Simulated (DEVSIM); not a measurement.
Structure: abrupt Si p-n junction, at 300 K.

Layer 1 from the left is Si, thickness (μm) 0.240, Na (cm⁻³) 2e18, τn (s) 2.4e-6, τp (s) 2.4e-6. Layer 2 from the left is Si, thickness (μm) 6.60, Nd (cm⁻³) 4.3e14, τn (s) 2.4e-6, τp (s) 2.4e-6.

Left contact: ohmic. Right contact: ohmic. Voltage is applied to the left contact. Recombination: SRH at mid-gap, radiative. Mobility is μmin + (μ − μmin)/(1 + (N/Nref)^α).

Constants are typed, rounded textbook-type inputs, not results; the design itself was drawn at random and stands for no fabricated device. Values at 300 K.

Si: gap (eV) 1.124, affinity (eV) 4.05, permittivity 11.7, Nc (cm⁻³) 2.86e19, Nv (cm⁻³) 3.1e19, μn (cm²/Vs) 1417, μp (cm²/Vs) 470, μn,min 52, μp,min 45, Nref,n 9.7e16, Nref,p 2.2e17, αn 0.68, αp 0.72, B (cm³/s) 4.7e-15.

Model (solved in DEVSIM): 1D drift-diffusion, Boltzmann statistics, complete ionisation; no tunnelling, impact ionisation, image-force lowering or self-heating.

**Question.** What does the simulation give for the dark forward voltage at 1 A/cm², the dark forward voltage at 100 A/cm², the potential step across the device at zero bias?

**Answer.** dark forward voltage at 1 A/cm² 0.548 V; dark forward voltage at 100 A/cm² 0.741 V; potential step across the device at zero bias 0.766 V.
